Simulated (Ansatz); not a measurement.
End structure of a constructed model of the (111) surface of fcc Au, a pseudomorphic layer of Pt in the host's stacking (bottom of the slab: a bare face, its two planes held):

```xyz
7
Lattice="2.9396 0.0000 0.0000 -1.4698 2.5458 0.0000 0.0000 0.0000 30.5000" Properties=species:S:1:pos:R:3 pbc="T T T"
Au     0.0000     1.6972     8.1110
Au     1.4698     0.8486    10.5112
Au     0.0000     0.0000    12.9068
Au     0.0000     1.6972    15.3157
Au     1.4698     0.8486    17.7178
Au     0.0000     0.0000    20.0925
Pt     0.0000     1.6972    22.3842
```

Set-up: 7 atoms, 14.3 Å thick at the start; mesh 15x15x1; 0.1 eV smearing; dipole correction on; single point; on the structure that PBE left under its start's symmetry; no spin, no spin-orbit, no U. In PBE it is, or lies within 0.01 eV a 1x1 cell of, the lowest of the 2 structures of its composition computed so far; larger cells were not tried.

Task: What is the computed work function of the top face (r2SCAN, at the PBE geometry (Ansatz, a program for electronic structure))?

Result: 5.81 eV
